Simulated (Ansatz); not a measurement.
Take CaO in the rock salt structure (space group Fm-3m, No. 225; a = 4.831 Å) as the base.

All numbers come from Ansatz (a quantum-chemistry and plane-wave program), PBE, PAW, cutoff 420 eV, no spin-orbit coupling.

Strains are applied to the cell and any free atomic positions relax.

One change was made to it. Results:

The energy goes up by 8.9 meV/atom; the electron mass changes from 1.4 mₑ along k, 0.44 mₑ across (at X) to 1.4 mₑ along k, 0.46 mₑ across (at X); the gap character is still indirect, Γ → X; the width of the top valence band decreases by 0.08 eV to 1.08 eV.

Q: What was done to the base?
A. isotropic strain −2.00 %
B. isotropic strain −1.00 %
C. isotropic strain +1.50 %
D. isotropic strain −1.50 %
E. isotropic strain +3.00 %

A: C, isotropic strain +1.50 %. For comparison, the electron mass in the other runs: isotropic strain −1.50 % gives 1.4 mₑ along k, 0.43 mₑ across (at X); isotropic strain −2.00 % gives 1.4 mₑ along k, 0.42 mₑ across (at X); isotropic strain −1.00 % gives 1.4 mₑ along k, 0.43 mₑ across (at X); isotropic strain +3.00 % gives 1.5 mₑ along k, 0.47 mₑ across (at X).

Effective masses come from finite differences of ±0.01 Å⁻¹. Along k means along the line from Γ to the band edge. Gaps are read on the SCF mesh and a high-symmetry path. No phonon test of stability was made.
